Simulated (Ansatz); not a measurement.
Start from InSb in the zinc blende structure (space group F-43m, No. 216; a = 6.5559 Å).

The change: Ga takes the place of In on all its sites; the structure is relaxed again.

Levels (all Ansatz, a quantum-chemistry and plane-wave program, PAW): r2SCAN (500 eV, no SOC); HSE06 (420 eV, no spin-orbit coupling).

The geometry is relaxed with r2SCAN.

| Item | Value |
|---|---|
| r2SCAN band gap | 0.41 eV |

Question: How does going to HSE06 change the band gap?

Answer: The band gap goes up by 0.36 eV (0.41 eV → 0.77 eV).

Single points use the geometry relaxed with r2SCAN. With Sb present, leaving out spin-orbit coupling can change the band edges. Stability against distortions was not tested. All final runs are without spin polarisation.
